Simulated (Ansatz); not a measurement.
The reference is Hf in the hcp (Mg type) structure (space group P6_3/mmc, No. 194; a = 3.198 Å, c = 5.049 Å; relaxed with 0.1 eV smearing). Axes: x lies along a and z along c of the hexagonal cell.

Calculations: r2SCAN (Ansatz, a program for electronic structure, PAW, scalar-relativistic without spin-orbit coupling).

The change: uniaxial strain ε_zz = −1.50 %, all other strain components held at zero; the atoms relax in the strained cell.

Question: Predict the stress tensor and what it implies for the stiffness.

Answer: Stress of the strained cell less that of the base (GPa, compression positive):
```
    1.0     0.0     0.0
    0.0     1.0     0.0
    0.0     0.0     3.2
```

Then −Δσ_ii/ε with ε = -0.0150 gives secant stiffness values (nonlinear terms included at this strain): C33 ≈ 211 GPa, C13 ≈ 68 GPa and C23 ≈ 68 GPa.

No phonon test of stability was made. All final runs are without spin polarisation.
